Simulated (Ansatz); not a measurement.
The parent structure is Cu$_{3}$N (space group Pm-3m, No. 221; a = 3.7649 Å). Axes: x, y, z lie along the cube axes.

Level of theory: PBEsol (Ansatz, a first-principles code, PAW, no spin-orbit coupling).

Base values:

```
Item                            Result
-----------------------------  -------
Pressure                       0.0 GPa
Shortest interatomic distance  1.882 Å
Band gap                          zero
```

Modification: biaxial strain −1.00 %, plane normal [111], relaxed out of plane (Cartesian); in-plane vectors clamped, the third vector and the atoms free.

Question: Estimate the effect on the energy relative to the base, pressure, shortest interatomic distance and band gap.

Answer: The energy goes up by 0.8 meV/atom; the pressure (mean of the normal stresses, compression positive) goes from zero to 0.7 GPa; the shortest interatomic distance falls by 0.0029 Å (1.882 Å → 1.880 Å); the band gap is still zero.

Stability against distortions was not tested. All final runs are without spin polarisation. Gaps under 0.05 eV, about the width of the smearing, are given as zero. A zero or small gap of Cu3N can be the functional's error rather than a property of the material.
